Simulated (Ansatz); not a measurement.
Defect: O vacancy in crystalline InGaZnO4 (ordered Ga and Zn layers), charge state +2. The step: one O atom jumps into the vacancy from a nearby O site; the atom moves 2.39 Å along (-0.58, -0.29, 0.06) of the unit cell; from a vacant O site with 3 nearest neighbours to a vacant O site with 1 nearest neighbours; the moving atom starts with neighbours Ga at 1.87; In at 2.22, 2 In at 2.35 Å and ends with Ga at 1.88, 2 Ga at 2.00 Å. A PBE band in Ansatz (plane-wave PAW, one k-point at (0.167, 0.250, 0.250), 189 host sites, 27 SCF runs with any check of the saddle's order, static, no finite-size correction) gives a forward barrier of 0.50 eV. The saddle point's order was not checked. The charge state is imposed; whether it is stable for some Fermi level was not computed. Forms of the defect that were not tried may lie lower. The start lies 1.13 eV above the lowest site run (PBE).

Single points at the band's start and saddle point can refine it. Rough cost of one point, in units of the band's mean SCF on the same machine:

```
Level                                                     Cost of one point
--------------------------------------------------------  -----------------
PBE, a 2×2×2 k-point mesh shifted by half a step along c            about 5
r2SCAN at 500 eV, one k-point at (0.167, 0.250, 0.250)              under 2
```

Task: Which of these move the barrier by more than 0.1 eV, and how far does each move it?

Result: Not one does. PBE, a 2×2×2 k-point mesh shifted by half a step along c: 0.00 eV; r2SCAN at 500 eV, one k-point at (0.167, 0.250, 0.250): +0.03 eV. Each functional is compared with PBE at the same k-points.

Ansatz is an electronic-structure program.
